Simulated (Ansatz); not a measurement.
## NiSi2: H interstitial (started 2.33 Å from the nearest host atom)

Consider a 12-atom supercell of NiSi2 (space group Fm-3m, No. 225; a = 5.390 Å; non-magnetic) at its relaxed geometry.

It is then changed as follows: one H atom is added in an open site, starting 2.33 Å from the nearest host atom, atoms relaxed at fixed cell, starting from a slightly rattled geometry.

All numbers come from PBEsol (Ansatz, an electronic-structure program), no spin-orbit coupling. k-mesh 6×6×6 (Γ-centred); smearing 0.05 eV (Fermi–Dirac).

```json
[
 {"quantity": "largest displacement of a host atom from its site in the perfect cell", "base": "–", "changed": "0.04 Å", "shift": "–"}
]
```

Cost of the whole job for the changed cell (relaxation, final SCF and bands): around 23 core-minutes (rough).

The magnetic state is the one reached from the starting moments; the real material's order can differ, and small cells can't hold many antiferromagnetic ones. The cell is small, so the values are those of an ordered compound at a high defect concentration; dilute-limit values will differ. Seeded moments were not kept for H interstitial (started 2.33 Å from the nearest host atom) and the base. Spin-polarised in the final run: H interstitial (started 2.33 Å from the nearest host atom); the other runs are not. The defect cell is spin-polarised and ends with 0.0 μB.
